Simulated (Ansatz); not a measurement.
Amorphous Al$_{28}$O$_{45}$W, 74 atoms at 3.36 g/cm³, one PBE-relaxed geometry, zone centre. Methods: PBE, scalar-relativistic without spin-orbit coupling (Ansatz, a first-principles code); r2SCAN, scalar-relativistic without spin-orbit coupling (Ansatz); HSE06, scalar-relativistic without spin-orbit coupling (Ansatz). Plane waves to 420 eV (r2SCAN 500 eV); exact exchange is cut at the cell's faces. At PBE the levels at both edges of the gap are localised (band-tail or defect states), and the nearest spread-out levels lie 4.0 eV apart at the zone centre. All rungs ran without spin polarisation.

A CHGNet melt-quench gave the starting glass, which DFT then relaxed. O atoms were pushed apart under 1.9 Å during the dynamics, to hinder bonds among them. The hot cell started wider than the set density and was brought back towards it in steps. It is the lowest in DFT energy of 2 quenches. It is a model cell: composition and starting density were chosen by hand, and all elements were melted together. No dispersion term was used. Its density started from a set value of 3.36 and ended at 3.36 g/cm³. The simulated quench (nominally 340 K/ps over its main leg) is rapid and tends to freeze in more defects than a deposited or slowly cooled glass has. A cell of this size samples the disorder only roughly. The volume was held where the preparation left it and the shape relaxed, at a PBE pressure of -0.4 GPa (tension). Stress components on the final sampling reach 0.6 GPa.

The relaxation ran on the zone centre alone. At PBE the gap between localised states is 2.64 eV on a 2×2×2 Γ-centred mesh, and the spacing at the zone centre alone 2.65 eV.

Task: What zone-centre spacing does r2SCAN give, roughly?

Result: 2.96 eV (+0.31 eV against PBE).

Task: What zone-centre spacing does HSE06 give, roughly?

Result: 4.10 eV (+1.46 eV against PBE).

The highest filled and the lowest empty state spread over these numbers of atoms (participation numbers): PBE: 5.2 and 3.2; r2SCAN: 5.0 and 2.9; HSE06: 5.2 and 3.0.
